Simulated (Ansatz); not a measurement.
**Sb in the diamond structure (space group Fd-3m, No. 227; a hypothetical phase, not in the database extracts checked)**

```
Sb
1.0
    0.00000     3.43361     3.43361
    3.43361     0.00000     3.43361
    3.43361     3.43361     0.00000
Sb
2
Direct
  0.75000   0.75000   0.75000
  0.50000   0.50000   0.50000
```

The values are results of plane-wave PAW DFT at the PBEsol level (Ansatz, an electronic-structure program, 420 eV), without spin-orbit coupling, not measurements. Settings: 12×12×12 k-points, 0.05 eV Fermi–Dirac smearing.

| Property | Result |
|---|---|
| Volume per atom | 40.48 Å³ |
| Density | 4.99 g/cm³ |
| Band gap | zero |
| Total energy | -6407.694 eV/atom (σ→0; compares only within this code and set-up) |

No phonon test of stability was made.
